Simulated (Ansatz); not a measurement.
Input and closing output of a thermal-conductivity run in Ansatz (LDA).

Ansatz 0.2 input:
```yaml
crystal:
  lattice:
    - [0.0, 3.1887250966, 3.1887250966]
    - [3.1887250966, 0.0, 3.1887250966]
    - [3.1887250966, 3.1887250966, 0.0]
  atoms:
    - { symbol: Rb, position: [0.0, 0.0, 0.0] }
    - { symbol: Cl, position: [0.5, 0.5, 0.5] }
kpoints:
  mp_grid: { grid: [6, 6, 6] }
hamiltonian:
  xc: lda
  pseudopotentials: { kind: paw }
scf:
  occupations: { method: fixed }
phonons:
  qmesh: [6, 6, 6]
  third_order: { supercell: [3, 3, 3], pair_cutoff: 6.744 }
  lattice_thermal_conductivity:
    qmesh: [13, 13, 13]
    temperatures: [50, 100, 150, 200, 250, 300, 400, 500, 600, 800, 1000]
    isotope_mass_variance:
      - { species: Rb, variance: 0.0001096967 }
      - { species: Cl, variance: 0.0005827013 }
```

```
--- Third-order force constants: 90 member SCFs in a 3×3×3 supercell (pair cutoff 6.744 Å, amplitude 0.03 Å, SCF threshold 1.00e-9 eV, Σ member SCF iterations 611) ---
  symmetry images taken by strict's conditions (phonons.symmetry_images: auto; settled by symmetry forbidding on every site the force that would be read, whatever the pseudopotentials)
  1046 force-constant blocks with the first atom in the home cell, fitted with 116 parameters over 22 symmetry orbits; 324 atom triplets left out: in this supercell the nearest copies of their three atoms do not form a …
  sum-rule residual: 2.443e-2 → 1.144e-15 eV/Å³; symmetrization residual: 2.547e-3 eV/Å³; largest sum-rule correction relative to its orbit: 1.773e-1, on the orbit of the block of home site 0 with site 0 of cell (-1, …
--- Lattice thermal conductivity: 13×13×13 mesh (84 irreducible points), tetrahedron method ---
  three-phonon and isotope scattering only; four-phonon, boundary and, in a metal, phonon-electron scattering are left out
  each conductivity is what the modes' populations carry and what the coherences between them add
  conductivity (a third of the tensor's trace), W/(m K), in the relaxation-time approximation and from the full solution:
       T (K)   relaxation time   full solution  iterations             ending  least Ritz value
       50.00           29.8100         31.7803           7          converged          7.423e-1
      100.00           12.6175         13.2867           7          converged          7.127e-1
      150.00            8.1478          8.5746           7          converged          6.890e-1
      200.00            6.0614          6.3815           8          converged          6.670e-1
      250.00            4.8428          5.1009           8          converged          6.544e-1
      300.00            4.0411          4.2581           8          converged          6.456e-1
      400.00            3.0492          3.2145           8          converged          6.344e-1
      500.00            2.4592          2.5929           8          converged          6.278e-1
      600.00            2.0682          2.1805           8          converged          6.234e-1
      800.00            1.5823          1.6676           8          converged          6.181e-1
     1000.00            1.2925          1.3613           8          converged          6.150e-1
```

Cost: about 5 core-hours (a rough figure).

The crystal is held in this phase at every temperature of the table. The rows at 50, 800, 1000 K are not to be relied on: poorly sampled, not converged, or near or above melting.

Ansatz is a program for electronic structure.
